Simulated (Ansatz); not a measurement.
Take CaS in the rock salt structure (space group Fm-3m, No. 225; a = 5.712 Å) as the base.

Method: plane-wave PAW DFT at the PBE level (Ansatz, an electronic-structure program, 420 eV), spin-orbit coupling left out.

Before the change:

The band gap is 2.38 eV and the density comes out as 2.57 g/cm³. The smallest direct gap is 3.18 eV and the electron mass is 1.4 mₑ along k, 0.31 mₑ across (at X).

One thing is altered: cell and atoms relaxed at a pressure of 5 GPa.

Problem. How does this affect the band gap, density, smallest direct gap and electron mass?

Solution. The band gap drops by 0.18 eV, from 2.38 eV to 2.20 eV; the density grows by 0.20 g/cm³ (2.57 g/cm³ → 2.77 g/cm³); the smallest direct gap drops by 0.13 eV to 3.05 eV; the electron mass goes from 1.4 mₑ along k, 0.31 mₑ across (at X) to 1.4 mₑ along k, 0.29 mₑ across (at X).

Load acts through the strain it causes; cell and atoms are relaxed under it. Effective masses come from finite differences of ±0.01 Å⁻¹. Along k means along the line from Γ to the band edge. No phonon test of stability was made. Competing high-pressure phases were not computed.
